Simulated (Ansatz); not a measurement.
Base system: Be in the hcp (Mg type) structure (space group P6_3/mmc, No. 194; relaxed with 0.1 eV smearing).

```yaml
crystal:
  lattice:
    - [2.25515, 0.00000, 0.00000]
    - [-1.12758, 1.95302, 0.00000]
    - [0.00000, 0.00000, 3.55800]
  atoms:
    - { symbol: Be, position: [0.66667, 0.33333, 0.75000] }
    - { symbol: Be, position: [0.33333, 0.66667, 0.25000] }
```

The values are results of plane-wave PAW DFT at the PBEsol level (Ansatz, a quantum-chemistry and plane-wave program, 420 eV), scalar-relativistic without spin-orbit coupling, not measurements.

For the base:

| Item | Result |
|---|---|
| Pressure | 0.0 GPa |

Perturbation: every lattice vector is stretched by 3.00 %, atoms relaxed at fixed cell.

Q: How does this affect the energy relative to the base and pressure?

A: The energy increases by 23 meV/atom; the pressure (mean of the normal stresses, compression positive) goes from zero to -9.5 GPa.

The cells carry an imposed strain or load. Stability against distortions was not tested.
